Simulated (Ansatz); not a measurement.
Gap of a one-dimensional CaSe body, 8 atoms a period at several levels, all on one geometry.

```yaml
crystal:
  lattice:
    - [14.00000, 0.00000, 0.00000]
    - [0.00000, 14.00000, 0.00000]
    - [0.00000, 0.00000, 5.64206]
  atoms:
    - { symbol: Ca, position: [0.40495, 0.40495, 0.00000] }
    - { symbol: Se, position: [0.38897, 0.38897, 0.50000] }
    - { symbol: Se, position: [0.38897, 0.61103, 0.00000] }
    - { symbol: Ca, position: [0.40495, 0.59505, 0.50000] }
    - { symbol: Se, position: [0.61103, 0.38897, 0.00000] }
    - { symbol: Ca, position: [0.59505, 0.40495, 0.50000] }
    - { symbol: Ca, position: [0.59505, 0.59505, 0.00000] }
    - { symbol: Se, position: [0.61103, 0.61103, 0.50000] }
```

Levels: PBE (plane waves to 420 eV, PAW; Ansatz, a quantum-chemistry and plane-wave program); PBE with spin-orbit coupling (Ansatz); r2SCAN (plane waves to 500 eV, PAW; Ansatz); HSE06 (Ansatz). Unmarked values and the geometry are of the first. Mesh 1×1×54. No spin polarisation. Periodic along z alone, with about 11 Å of vacuum beside it. A hypothetical model. Symmetry and one short period hold its shape; lower forms weren't sought. Values not marked SOC lack spin–orbit coupling. HSE06 ran on a 1×1×4 mesh and at PBE's edge points.

| level | gap (eV) |
|---|---|
| PBE | 2.90 |
| PBE+SOC | [?] |
| r2SCAN | 3.37 |
| HSE06 | 3.90 |

Q: What belongs in the gaps?

A: 
- PBE+SOC, gap (eV): 2.88
